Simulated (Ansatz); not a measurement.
The starting structures come from a database of crystals and need not be the phases stable at ambient conditions.

The decay constant κ of evanescent states in the gap governs leakage through a thin film.

Input:

```
Mg2NbN3
1.0
    5.39729     0.00000     0.00000
   -1.81727     5.08920     0.00000
   -0.90863     2.54460     4.67286
Mg Nb N
4 2 6
Direct
  0.50000   0.83688   0.32624
  0.50000   0.16312   0.67376
  0.50000   0.50000   0.00000
  0.00000   0.00000   0.00000
  0.00000   0.33186   0.33628
  0.00000   0.66814   0.66372
  0.76511   0.92162   0.65362
  0.23489   0.07838   0.34638
  0.23489   0.42476   0.65362
  0.76511   0.57524   0.34638
  0.75998   0.26621   0.00000
  0.24002   0.73379   0.00000
```

Space group of this cell: C2/m. The cell is taken as given; by PBEsol its mean pressure is -7.9 GPa.

Transport runs along the normal of the first two printed cell vectors.

The gap is the functional's own, uncorrected, and κ follows it; spin-orbit coupling is left out. Mid-gap values are interpolated between the computed energies.

Problem. Compute, with PBEsol (Ansatz, a first-principles code), the band gap and the smallest decay constant κ at mid-gap.

Solution. Gap 0.75 eV on a 6×8×8 mesh; κ = 0.141 1/Å, at the zone centre.
